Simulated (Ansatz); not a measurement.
Start from VN in the rock salt structure (space group Fm-3m, No. 225; a = 4.073 Å). Axes: x, y, z lie along the cube axes.

Level of theory: PBEsol, PAW, 420 eV (Ansatz, a first-principles code; no SOC).

For the base:

The pressure is 0.0 GPa, the band gap is zero and the shortest interatomic distance is 203.7 pm.

Now apply this change: a pure shear with ε_xz = ε_zx = -0.0079; the atoms relax in the strained cell.

What happens to the energy relative to the base?

The energy rises by 0.9 meV/atom.

Predict the new pressure.

The pressure (mean of the normal stresses, compression positive) remains 0.0 GPa.

Estimate the effect on the band gap.

The band gap remains zero.

Predict the new shortest interatomic distance.

The shortest interatomic distance stays 203.7 pm.

Without a gap, meshes like the base's 20×20×20 leave anisotropic stresses uncertain by several tenths of a GPa, and small strain energies with them. Whether these cells are dynamically stable was not tested. Starting moments died away, wholly or in part, for the base; another magnetic solution may exist. All final runs are without spin polarisation.
